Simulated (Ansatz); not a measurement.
Base system: BeS in the zinc blende structure (space group F-43m, No. 216; a = 4.796 Å).

Now apply this change: the cell is scaled by 1.0150 in all directions, atoms relaxed at fixed cell.

Calculations: LDA, PAW, 420 eV (Ansatz, a program for electronic structure; no spin-orbit coupling).

Base, band edges from the VBM (valence, conduction): X -2.79, 2.82; W -3.57, 6.32; L -1.09, 5.46; Γ 0.00, 5.50; K -2.32, 4.14; U -2.32, 4.14 eV.

Problem. Give the band edges at the high-symmetry points of the new zone, measured from its valence-band maximum.

Solution. 
```csv
point,valence edge (eV),conduction edge (eV)
Γ,0.00,5.52
X,-2.63,2.92
U,-2.19,4.19
K,-2.19,4.19
L,-1.03,5.29
W,-3.36,6.28
```

The gap is 2.92 eV, indirect, Γ → X.

The cells carry an imposed strain or load. No phonon test of stability was made.
